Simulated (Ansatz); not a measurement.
Abridged Ansatz (a quantum-chemistry and plane-wave program) output:

```
Pseudopotential: Na, paw, valence charge 9
Crystal: 1 atoms, lattice volume = 36.240 Å³
Basis set: ecut = 420 eV, 683 PW (Γ), exchange–correlation on 50×50×50 points (8 copies of the dense FFT grid, shifted against one another)
Bands: 9, of which v1, the nominal top of the filled ones, is band 5 counted from 1 (4 counted from 0)
Symmetry: 48 space group operations
k-points: 145 of 4096
Functional: x = pbesol(κ = 0.804, μ = 0.12345679012345678), c = pbesol(β = 0.046)
SCF iter   1: F=—  HF=-1475.872145 eV  |F-HF|=—  |Δ(HF+E_count)|=         —  Δρ=1.69e-3  dr2=4.60e-4  ethr=1.77e-3  ⟨swp⟩=5.1  Hψ=8475  notcnv=0
SCF iter   2: F=—  HF=-1475.871621 eV  |F-HF|=—  |Δ(HF+E_count)|=   5.24e-4  Δρ=5.67e-4  dr2=7.44e-5  ethr=5.11e-6  ⟨swp⟩=2.4  Hψ=3152  notcnv=0
SCF 1 converged in 8 iterations: F = -1475.871608 eV  dr2 = 7.10e-13
SCF converged after 8 iterations
Free energy (F): -1475.871608 eV
Internal energy: -1475.867845 eV  (E = F + TS)
E sigma→0 (E₀):  -1475.869727 eV
Entropy (-TS):   -0.003763 eV (-3.763 meV/atom)
Fermi energy:    1.812361 eV
--- Forces (eV/Å), atoms counted from 1 ---
  atom   1  Na     0.00000000     0.00000000     0.00000000
--- Stress (GPa, compression-positive) ---
        0.007609       0.000000       0.000000
        0.000000       0.007609      -0.000000
       -0.000000      -0.000000       0.007609
  P = ⅓ Tr σ = 0.0076 GPa (0.076 kbar)
```

What was computed, and what are the main results?

Na, 1 atom in the cell, with PBEsol (Ansatz, PAW, without spin-orbit coupling). The last SCF converged to F = -1475.871608 eV, or -1475.8716 eV per atom, at a pressure of 0.01 GPa. The total energy compares only with runs of the same code, potentials and settings.

No phonon test of stability was made. The cell was made from K by this change: K → Na.
